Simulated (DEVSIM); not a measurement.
## Schottky contact on n-type β-Ga2O3

Device: Schottky contact on n-type β-Ga2O3, at 300 K.

| layer (left to right) | material | thickness (μm) | Nd (cm⁻³) | τn (s) | τp (s) |
|---|---|---|---|---|---|
| 1 | β-Ga2O3 | 4.00 | 1.3e16 | 1.9e-8 | 5.7e-10 |

Left contact: Schottky, work function 4.94 eV, emission velocity 2.5e6 cm/s. Right contact: ohmic. Voltage is applied to the left contact. Recombination: SRH at mid-gap. Mobility is μmin + (μ − μmin)/(1 + (N/Nref)^α).

The device is made up for the run: typed textbook-type constants, with dimensions and the other settings drawn at random. Values at 300 K.

```
parameter      β-Ga2O3
-------------  -------
gap (eV)           4.8
affinity (eV)        4
permittivity        10
Nc (cm⁻³)       3.7e18
Nv (cm⁻³)         5e20
μn (cm²/Vs)        160
μp (cm²/Vs)          1
μn,min              20
μp,min             0.1
Nref,n            1e18
Nref,p            1e18
αn                 0.8
αp                 0.8
```

Model (solved in DEVSIM): 1D drift-diffusion, Boltzmann statistics, complete ionisation; no tunnelling, impact ionisation, image-force lowering or self-heating. Metal contacts follow the ideal Schottky-Mott rule: no Fermi-level pinning, no interface dipoles.

The potential step across the device at zero bias comes out as 0.794 V. The largest field in the device at zero bias is 60000 V/cm and the dark forward voltage at 1 A/cm² comes out as 0.586 V. The dark forward voltage at 100 A/cm² is 0.836 V.

Dark reverse current:

```tsv
V (V)	J (A/cm²)
-0.20	-1.9e-10
-0.50	-2.0e-10
-1.00	-2.0e-10
-1.50	-2.1e-10
-2.00	-2.1e-10
-3.00	-2.1e-10
-4.00	-2.2e-10
-5.00	-2.2e-10
-6.50	-2.2e-10
-8.00	-2.2e-10
-10.00	-2.2e-10
```

Small-signal capacitance in reverse bias (quasi-static):

| V (V) | C (nF/cm²) |
|---|---|
| -0.2 | 30.9 |
| -0.5 | 27.0 |
| -1 | 22.8 |
| -1.5 | 20.2 |
| -2 | 18.3 |
| -3 | 15.6 |
| -4 | 13.9 |
| -5 | 12.6 |
| -6.5 | 11.3 |
| -8 | 10.3 |
| -10 | 9.25 |
